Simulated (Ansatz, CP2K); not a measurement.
An Ansatz (an electronic-structure program) input for a self-consistent single point of KMgF3 (Pm-3m, 5 atoms in the cell) (DFT, PBE, plane waves, default PAW files):

Ansatz 0.2 input:
```yaml
# KMgF3
crystal:
  lattice:
    - [3.990000, 0.000000, 0.000000]
    - [0.000000, 3.990000, 0.000000]
    - [0.000000, 0.000000, 3.990000]
  atoms:
    - { symbol: K, position: [0.000000, 0.000000, 0.000000] }
    - { symbol: Mg, position: [0.500000, 0.500000, 0.500000] }
    - { symbol: F, position: [0.500000, 0.000000, 0.500000] }
    - { symbol: F, position: [0.000000, 0.500000, 0.500000] }
    - { symbol: F, position: [0.500000, 0.500000, 0.000000] }
basis:
  ecutwfc: 420.0
kpoints:
  mp_grid: { grid: [4, 4, 4] }
hamiltonian:
  xc: pbe
  pseudopotentials: { kind: paw }
scf:
  occupations: { method: fermi_dirac, width: 0.05 }
output:
  forces: true
  eigenvalues: true
  stress: true
```

Q: Translate this input to CP2K.

A: This is the input that was run; spellings and numerical settings could be chosen otherwise.

```
&GLOBAL
  PROJECT calc
  RUN_TYPE ENERGY_FORCE
  PRINT_LEVEL LOW
&END GLOBAL
&FORCE_EVAL
  METHOD Quickstep
  STRESS_TENSOR ANALYTICAL
  &DFT
    BASIS_SET_FILE_NAME BASIS_MOLOPT
    POTENTIAL_FILE_NAME GTH_POTENTIALS
    &QS
      METHOD GPW
      EPS_DEFAULT 1E-11
    &END QS
    &MGRID
      CUTOFF 1000
      REL_CUTOFF 60
      NGRIDS 5
    &END MGRID
    &SCF
      SCF_GUESS ATOMIC
      EPS_SCF 1E-7
      MAX_SCF 100
      ADDED_MOS 8
      &DIAGONALIZATION
        ALGORITHM STANDARD
      &END DIAGONALIZATION
      &MIXING
        METHOD BROYDEN_MIXING
        ALPHA 0.3
        NBUFFER 8
      &END MIXING
      &SMEAR ON
        METHOD FERMI_DIRAC
        ELECTRONIC_TEMPERATURE [K] 580.23
      &END SMEAR
    &END SCF
    &KPOINTS
      SCHEME MONKHORST-PACK 4 4 4
      GAMMA_CENTERED T
    &END KPOINTS
    &XC
      &XC_FUNCTIONAL PBE
      &END XC_FUNCTIONAL
    &END XC
    &PRINT
      &MO
        EIGENVALUES T
        OCCUPATION_NUMBERS T
        NDIGITS 8
        FILENAME mo
        &EACH
          QS_SCF 0
        &END EACH
        ADD_LAST NUMERIC
      &END MO
      &MULLIKEN OFF
      &END MULLIKEN
    &END PRINT
  &END DFT
  &SUBSYS
    &CELL
      A 3.99000000 0.00000000 0.00000000
      B 0.00000000 3.99000000 0.00000000
      C 0.00000000 0.00000000 3.99000000
      PERIODIC XYZ
    &END CELL
    &COORD
      K        0.00000000     0.00000000     0.00000000
      Mg       1.99500000     1.99500000     1.99500000
      F        1.99500000     0.00000000     1.99500000
      F        0.00000000     1.99500000     1.99500000
      F        1.99500000     1.99500000     0.00000000
    &END COORD
    &KIND K
      BASIS_SET DZVP-MOLOPT-SR-GTH
      POTENTIAL GTH-PBE-q9
    &END KIND
    &KIND Mg
      BASIS_SET DZVP-MOLOPT-SR-GTH
      POTENTIAL GTH-PBE-q10
    &END KIND
    &KIND F
      BASIS_SET DZVP-MOLOPT-SR-GTH
      POTENTIAL GTH-PBE-q7
    &END KIND
  &END SUBSYS
  &PRINT
    &FORCES ON
    &END FORCES
    &STRESS_TENSOR ON
    &END STRESS_TENSOR
  &END PRINT
&END FORCE_EVAL
```

Basis settings and potentials, where a program has them, do not carry over. This input uses DFT PBE, GPW, DZVP-MOLOPT-SR-GTH basis, GTH-PBE potentials (GTH_POTENTIALS).

The starting cell has typed, rounded lattice constants, without a prior relaxation at this level.
